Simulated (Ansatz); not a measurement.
The structure below was relaxed with Ansatz (a quantum-chemistry and plane-wave program) PBEsol, spin-orbit coupling left out, at pressure 5 GPa.

```
CELL_PARAMETERS angstrom
      0.00000     2.09535     2.09535
      2.09535     0.00000     2.09535
      2.09535     2.09535     0.00000
ATOMIC_POSITIONS crystal
  Ga 0.00000 0.00000 0.00000
  N  0.50000 0.50000 0.50000
```

Find the space group and the Wyckoff positions.

Space group Fm-3m (No. 225); a = b = c = 4.191 Å, α = β = γ = 90.00°

```
atom  site  symmetry       x       y       z
----  ----  --------  ------  ------  ------
Ga      4a      m-3m  0.0000  0.0000  0.0000
N       4b      m-3m  0.5000  0.5000  0.5000
```

Describe the coordination.

The crystal has 8 atoms in its conventional cell. Lattice parameters: a = b = c = 4.1907 Å, α = β = γ = 90.00°. Ga has 6 N at 2.095 Å (octahedral). N has 6 Ga at 2.095 Å (octahedral). (Neighbours: up to the widest gap in distance over summed covalent radii, below 1.35, at either atom; cation-cation and far metal-metal contacts left out.)

Load acts through the strain it causes; cell and atoms are relaxed under it. Whether these cells are dynamically stable was not tested. No other phases were tried under pressure. The cell was made from GaN in the rock salt structure (space group Fm-3m, No. 225) by this change: pressure 5 GPa. This is not the structure that GaN has at room temperature and ambient pressure.
